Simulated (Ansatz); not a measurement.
Results of PBE (PAW; Ansatz, a program for electronic structure) for BP (model structure, started from the CdTe type, P6₄22, No. 181, 6 atoms in the cell).

Numerical settings: plane-wave cutoff 520 eV, 12×12×4 k mesh (along the axes of the cell as run), Fermi–Dirac smearing 0.01 eV, scalar-relativistic PAW data made under PBE.

Cell (relaxed at this level):

Space group P6₄22 (No. 181); a = b = 3.2787 Å, c = 6.9955 Å, α = β = 90.00°, γ = 120.00°

| atom | site | symmetry | x | y | z |
|---|---|---|---|---|---|
| B | 3c | 222 | 0.5000 | 0.0000 | 0.0000 |
| P | 3d | 222 | 0.5000 | 0.0000 | 0.5000 |

Problem. What does this level give for the band gap and bulk modulus?

Solution. 
- band gap: 0.04 eV (on the SCF k mesh)
- bulk modulus: 171 GPa

Note: the bulk modulus is −V dP/dV from two relaxed cells at ±2 % in volume; the relaxation could raise the start's symmetry but not lower it, so the cell can be a saddle point.

Static lattice: no zero-point or thermal effects.

A model structure was made by putting elements into a prototype or built by hand; it is no filed structure, need not be a known phase, and can be a saddle point held by its symmetry.
